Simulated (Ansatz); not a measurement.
We consider stishovite (SiO2), described by BLYP in Ansatz (plane waves, PAW).

Run with plane-wave cutoff 520 eV, 8×8×12 k mesh (along the axes of the cell as run), Fermi–Dirac smearing 0.01 eV, scalar-relativistic PAW data made under PBE.

Shape and atoms are relaxed at each volume.

The direct gap at Γ against volume; x = 100 ln(V/8.207 Å³). One gap is withheld.

```csv
V (Å³/atom),x,gap (eV)
7.878,-4.09,?
8.042,-2.03,5.193
8.207,0.00,4.907
8.371,1.98,4.648
8.535,3.92,4.418
```

### Question
Fit a straight line to the rows shown, give the volume deformation potential and predict the withheld gap.

### Answer
Means of the 4 rows: x̄ = 0.968, ȳ = 4.7915 eV. Σ(x − x̄)(y − ȳ) = -2.5633 and Σ(x − x̄)² = 19.663, so the slope is -0.1304 eV per unit of x, and dE_g/d ln V = -13.0 eV. At x = -4.09: 4.7915 + (-0.1304) × (-4.09 − (0.968)) = 5.451 eV. The run gives 5.503 eV, 0.052 eV above the line, as the curve bends the same way over all rows.

Note: the bulk modulus comes from volumes at which shape and atoms were relaxed.

Ansatz is a program for electronic structure.
